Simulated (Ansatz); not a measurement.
# CaSnO3 (space group R-3, No. 148)

```
CaSnO3
1.0
    2.75187     1.58879     5.07721
   -2.75187     1.58879     5.07721
    0.00000    -3.17759     5.07721
Ca Sn O
2 2 6
Direct
  0.63745   0.63745   0.63745
  0.36255   0.36255   0.36255
  0.84601   0.84601   0.84601
  0.15399   0.15399   0.15399
  0.96497   0.55618   0.20906
  0.03503   0.44382   0.79094
  0.20906   0.96497   0.55618
  0.79094   0.03503   0.44382
  0.55618   0.20906   0.96497
  0.44382   0.79094   0.03503
```

Computed with PBEsol, PAW, 420 eV (Ansatz, a first-principles code; no spin-orbit coupling). Γ-centred 7×7×7 mesh, Fermi–Dirac width 0.05 eV.

The volume per atom is 13.32 Å³. The density comes out as 5.16 g/cm³ and the band gap is 3.09 eV, indirect, k = (0, 0.286, 0.286) in the run's primitive reciprocal basis → Γ. The electron mass is 0.42 mₑ along c, 0.35 mₑ across and the lowest conduction-band minima above the VBM is Γ 3.09 eV. The total energy is -1886.011 eV/atom (σ→0; compares only within this code and set-up).

Masses are band curvatures over ±0.01 Å⁻¹ around the edge. Semilocal Kohn–Sham gaps tend to fall short of experiment. Whether these cells are dynamically stable was not tested.
